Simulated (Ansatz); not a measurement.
Abridged Ansatz (a first-principles code) output:

```
Relaxation: its limit of steps is 60 (relax.max_steps)
Pseudopotential: B, paw, valence charge 3
Pseudopotential: W, paw, valence charge 14
Crystal: 12 atoms, lattice volume = 108.237 Å³
Basis set: ecut = 420 eV, 2027 PW (Γ), exchange–correlation on 48×48×192 points (8 copies of the dense FFT grid, shifted against one another)
Bands: 52, of which v1, the nominal top of the filled ones, is band 40 counted from 1 (39 counted from 0)
Symmetry: 24 space group operations
k-points: 48 of 588
Functional: x = pbesol(κ = 0.804, μ = 0.12345679012345678), c = pbesol(β = 0.046)
SCF iter   1: F=—  HF=-42252.275596 eV  |F-HF|=—  |Δ(HF+E_count)|=         —  Δρ=1.07e-2  dr2=2.89e-1  ethr=1.77e-3  ⟨swp⟩=6.2  Hψ=10122  notcnv=0  defer=26
SCF iter   2: F=—  HF=-42252.235539 eV  |F-HF|=—  |Δ(HF+E_count)|=   4.01e-2  Δρ=6.32e-3  dr2=1.16e-1  ethr=3.61e-4  ⟨swp⟩=1.5  Hψ=2955  notcnv=0  defer=79
SCF 1 converged in 7 iterations: F = -42252.209676 eV  dr2 = 3.45e-9
relax step   1: F+E_penalty+E_count = -42252.20967649 eV  Δ(F+E_penalty+E_count) = +0.000e0 eV  max|allowed force component| = 1.891e-3 eV/Å  Δτ_max = 0.0000 Å  P = +1.487 GPa  Ω = 108.237 Å³  (7 SCF iters, dr2 threshold 1.00e-7 eV, accepted)
[... steps on the carried basis left out ...]
relax step   6: F+E_penalty+E_count = -42252.20304919 eV  Δ(F+E_penalty+E_count) = +6.040e-4 eV  max|allowed force component| = 6.300e-5 eV/Å  Δτ_max = 0.0000 Å  P = +2.994 GPa  Ω = 107.764 Å³  stress off target by 6.96e-3 GPa  SCF on the basis re-selected at this cell (its energy is not comparable with the rows above)  (8 SCF iters)
SCF converged after 8 iterations
Free energy (F): -42252.203049 eV
Internal energy: -42252.179357 eV  (E = F + TS)
E sigma→0 (E₀):  -42252.191203 eV
Entropy (-TS):   -0.023692 eV (-1.974 meV/atom)
Fermi energy:    19.358503 eV
--- Forces (eV/Å), atoms counted from 1 ---
  atom   1  B      0.00000000     0.00000000     0.00006300
  atom   2  B     -0.00000000    -0.00000000    -0.00006300
[...]
  atom  11  W      0.00000000    -0.00000000     0.00005420
  atom  12  W     -0.00000000     0.00000000    -0.00005420
--- Stress (GPa, compression-positive) ---
        2.993040      -0.000000       0.000000
       -0.000000       2.993040       0.000000
        0.000000       0.000000       2.996152
  P = ⅓ Tr σ = 2.9941 GPa (29.941 kbar)
--- Relaxed structure (5 steps of the walk, 5 accepted, 1 SCFs on fresh bases) ---
  cell:  # Å, volume = 107.7641 Å³
    - [2.992885659745547, 2.882066652833269e-11, 0.0]
    - [-1.4964428298977328, 2.591915011947383, 0.0]
    - [0.0, 0.0, 13.891946090728847]
  atoms:
    - { symbol: B, position: [0.3333333333333333, 0.6666666666666666, 0.5234542798384255] }
    - { symbol: B, position: [0.6666666666666666, 0.3333333333333333, 0.4765457201615746] }
    - { symbol: B, position: [0.6666666666666666, 0.3333333333333333, 0.023454279838425518] }
    - { symbol: B, position: [0.3333333333333333, 0.6666666666666666, 0.9765457201615744] }
    - { symbol: B, position: [1.166207783755376e-34, -1.7721968392889332e-34, 0.25] }
    - { symbol: B, position: [5.517918778685637e-34, 5.646303244362749e-34, 0.75] }
    - { symbol: B, position: [0.6666666666666666, 0.3333333333333333, 0.25] }
    - { symbol: B, position: [0.3333333333333333, 0.6666666666666666, 0.75] }
    - { symbol: W, position: [0.3333333333333333, 0.6666666666666666, 0.135609246068066] }
    - { symbol: W, position: [0.6666666666666666, 0.3333333333333333, 0.864390753931934] }
    - { symbol: W, position: [0.6666666666666666, 0.3333333333333333, 0.6356092460680661] }
    - { symbol: W, position: [0.3333333333333333, 0.6666666666666666, 0.36439075393193415] }
```

Question: What was computed, and what are the main results?

Answer: WB2, 12 atoms in the cell, with Ansatz, PBEsol, PAW, cutoff 420 eV, no SOC, from a series relaxed to a target (pressure 3 GPa). The last SCF converged to F = -42252.203049 eV, or -3521.0169 eV per atom, at a pressure of 2.99 GPa. The total energy compares only with runs of the same code, potentials and settings.

Load acts through the strain it causes; cell and atoms are relaxed under it. Whether these cells are dynamically stable was not tested. All final runs are without spin polarisation. The cell was made from WB2 (space group P6_3/mmc, No. 194) by this change: pressure 3 GPa.

Keys are those of Ansatz 0.2.
